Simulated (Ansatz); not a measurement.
**Pt: energy against strain**

Pt (fcc, Fm-3m, 14.777 Å³/atom and stress up to 0.01 GPa in the relaxed cell) under an equal strain ε in the (111) plane with the normal axis free, as in a coherent film. LDA in Ansatz, a plane-wave DFT program (PAW, default set), 420 eV, 29×29×29 Γ-centred mesh, Fermi-Dirac smearing 0.10 eV.

Here s stands for strain and y for E less E0.

| strain (%) | E less E0 (meV/atom) |
|---|---|
| -1.25 | 5.20 |
| -0.83 | 2.15 |
| -0.42 | 0.47 |
| 0.00 | 0.00 |
| 0.42 | 0.71 |
| 0.83 | 2.48 |
| 1.25 | 5.35 |
| 2.50 | ? |

### Question
Fit y against s with a parabola, and predict the withheld value at s = 2.50.

### Answer
Least squares gives y = -0.006 + 0.1158·s + 3.3783·s². Residuals (row less fit): 0.072, -0.075, -0.071, 0.006, 0.071, 0.063, -0.067; standard error 0.086 (degrees of freedom: 4). The quadratic coefficient over the volume, 3.3783 meV × 10⁴ × 0.1602 / 14.777 Å³, is the biaxial elastic modulus of this plane = about 370 GPa. At the withheld row, y = -0.006 + 0.1158 × 2.50 + 3.3783 × 2.50² = 21.398 meV/atom. The calculation gives 19.80 meV/atom, 1.598 meV/atom below the prediction (8.1 % of the range of y in the table). The row lies outside the fitted rows, so this is an extrapolation. From the scatter of the fitted rows alone, a prediction at this place has a standard error of 0.329 meV/atom, so the miss is 4.9 times that.

A polynomial of degree 3 through the 12 other runs of the series gives 19.54 there, so most of the miss is curvature that the fit leaves out. In a metal these values are sensitive to mesh and smearing; energies are taken to zero smearing, stresses follow the free energy. The runs aren't spin-polarised. Spin-orbit coupling is left out, which can shift these values for the heavy elements here. Rows are the converged runs of the series near zero and its far end; series whose fitted rows scatter by over a few per cent of the range, as at a crossing or softening among them, aren't shown in this form, nor equations of state whose B0' disagrees with the runs' pressures. Most that stay on the fit to the last digits aren't either.
